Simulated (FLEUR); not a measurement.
FLEUR run on Ag3As (P6_3/mmc, 8 atoms in the cell): self-consistent single point.

Computed with PBEsol, all-electron FLAPW (FLEUR), scalar-relativistic valence run with FLEUR.

```
CELL_PARAMETERS angstrom
      5.94004     0.00000     0.00000
     -2.97002     5.14423     0.00000
      0.00000     0.00000     4.80041
ATOMIC_POSITIONS crystal
  Ag 0.33321 0.16661 0.75000
  Ag 0.66679 0.83339 0.25000
  Ag 0.16661 0.33321 0.25000
  Ag 0.83339 0.66679 0.75000
  Ag 0.83339 0.16661 0.75000
  Ag 0.16661 0.83339 0.25000
  As 0.66667 0.33333 0.25000
  As 0.33333 0.66667 0.75000
```

Reference input (self-consistent single point, DFT, LDA (Perdew-Zunger), all-electron FLAPW (FLEUR), scalar-relativistic valence): Kmax = 3.9 1/bohr; GmaxXC = 11.7 1/bohr; xcFunctional = pz; jspins = 1; l_soc = F; mode = hist; fermiSmearingEnergy = 0.00367493 Htr; mesh (inpgen div1-3) = 4 4 4; inpgen gamma flag = true; Gmax = 11.7 1/bohr; numbands = 0; maxIterBroyd = 99. This run's input differs from it in these lines:

```diff
@@ -20,3 +20,3 @@
 &comp jspins=1 /
-&exco xctyp='pz' /
+&exco xctyp='PBEs' /
 &kpt div1=4 div2=4 div3=4 gamma=t /
@@ -33,3 +33,3 @@
       <coreElectrons ctail="T" frcor="F" kcrel="0" coretail_lmax="0"/>
-      <xcFunctional name="pz" relativisticCorrections="F"/>
+      <xcFunctional name="PBEs" relativisticCorrections="F"/>
       <magnetism jspins="1"/>
```

The program printed (abridged):

```
 Iteration:     1   Distance:       9.90777967 me/bohr^3
 Iteration:     2   Distance:       8.17284874 me/bohr^3
 Iteration:     3   Distance:       3.27224544 me/bohr^3
 Iteration:     4   Distance:       2.60694887 me/bohr^3
 Iteration:     5   Distance:       1.28867919 me/bohr^3
   [... 7 lines left out ...]
 Iteration:    13   Distance:       0.00092256 me/bohr^3
 Iteration:    14   Distance:       0.00010763 me/bohr^3
 Iteration:    15   Distance:       0.00008856 me/bohr^3
 Iteration:    16   Distance:       0.00000554 me/bohr^3
 Reset of history
 Run finished successfully
 Stop message:
   Structural relaxation: new displacements generated

[file out, last iteration]
             iter=     17
[...]
          total density-effective poten   -5.9667908595E+04
          total charge density-energy d   -1.0460888692E+03
 Updated energy parameters for spin:           1
[...]
 fermi energy and band-weighting factors:
   [... 10 lines left out ...]

[...]
FERMIE:
          first approx. to ef    (T=0)  :   0.287436 htr   (energy of the highest occ. eigenvalue)
          number of occ. states  (T=0)  :        794
          first approx. to seigv (T=0)  : -74.068467 htr
          sum of weights of occ. states :  66.062500
          sum of semicore charge        :   0.000000 e
FERHIS:  Fermi-Energy by histogram:
          bandgap                     :   0.002690 htr
   [... lines left out ...]
          charge neutrality (T=0)     :   0.125000    (zero if the highest occ. eigenvalue is "entirely" occupied)
     EF_NEWTON:  Adjust Fermi-Energy by Newton-Method.
 Direct bandgap for spin            1 :    6.5553395239525969E-003  Htr
 ---->    free energy=                    -36407.7686045393 htr
   [... lines left out ...]
      extrapolation for T->0
 ---->    total electron energy=          -36407.7666714129 htr
 ***** TOTAL FORCES ON ATOMS *****
 TOTAL FORCE FOR ATOM TYPE=  1  X=  2.805   Y=  1.620   Z= -2.268
                       FX_TOT=-0.001675 FY_TOT=-0.000967 FZ_TOT= 0.000000
 TOTAL FORCE FOR ATOM TYPE=  2  X= -5.613   Y=  3.240   Z=  2.268
                       FX_TOT= 0.000000 FY_TOT= 0.000000 FZ_TOT= 0.000000
```

The run converged in 16 iterations. FLEUR gives forces in its relaxation mode, with a further iteration, so its stop message speaks of a relaxation. 

The starting cell comes from a database of computed structures (which also holds hypothetical and non-ambient phases and stackings), without a prior relaxation at this level. Values depend on the basis (sphere radii, cutoffs, local orbitals), which need not be converged. No gap is read from this output. The log's line on a gap gives a spacing of levels on this mesh, which the program prints for metals too.

Cost on one core of a shared machine: roughly 4 min.
